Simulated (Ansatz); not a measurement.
Base system: LiH in the rock salt structure (space group Fm-3m, No. 225; a = 4.007 Å).

Method: PBE (Ansatz, a quantum-chemistry and plane-wave program), no spin-orbit coupling.

One change was made to it. Results:

The gap character is still direct at X; the width of the top valence band rises by 0.15 eV, from 5.44 eV to 5.59 eV; the volume per atom decreases by 0.306 Å³ to 7.74 Å³; the band gap decreases by 0.03 eV to 2.95 eV.

Q: Which of these changes matches the shifts?
A. pressure −1 GPa
B. pressure 0.7 GPa
C. pressure 10 GPa
D. pressure 1.5 GPa
E. pressure 0.3 GPa

A: D, pressure 1.5 GPa. For comparison, the volume per atom in the other runs: pressure −1 GPa gives 8.28 Å³; pressure 10 GPa gives 6.60 Å³; pressure 0.3 GPa gives 7.98 Å³; pressure 0.7 GPa gives 7.89 Å³.

Load acts through the strain it causes; cell and atoms are relaxed under it. Whether these cells are dynamically stable was not tested. No other phases were tried under pressure.
